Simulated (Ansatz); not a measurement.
Consider interstitial Cu in zinc-blende BN, charge state +1. The step: several atoms move together, Cu the farthest; the atom moves 1.33 Å along (-0.26, -0.26, 0.00) of the unit cell; the moving atom starts with neighbours 3 B at 1.83; 3 N at 1.77 Å and ends with 3 B at 1.83; 3 N at 1.77 Å. A PBE band in Ansatz (plane-wave PAW, a 2×2×2 k-point mesh shifted by half a step, 64 host sites, 97 SCF runs with any check of the saddle's order, static, no finite-size correction) gives a forward barrier of 0.16 eV. The saddle point's order was not checked, and it lies on a symmetry element of the cell, where a band can be held. The charge state is imposed; whether it is stable for some Fermi level was not computed. Sites that were not tried may lie lower.

Single points at the band's start and saddle point can refine it. Rough cost of one point, in units of the band's mean SCF on the same machine:

| Level | Cost of one point |
|---|---|
| PBE, a 3×3×3 k-point mesh shifted by half a step | about 3 |
| r2SCAN at 500 eV, a 2×2×2 k-point mesh shifted by half a step | about 2 |

Task: Which of these move the barrier by more than 0.1 eV, and how far does each move it?

Result: Not one does. PBE, a 3×3×3 k-point mesh shifted by half a step: 0.00 eV; r2SCAN at 500 eV, a 2×2×2 k-point mesh shifted by half a step: +0.04 eV. Each functional is compared with PBE at the same k-points.

Ansatz is a program for electronic structure.
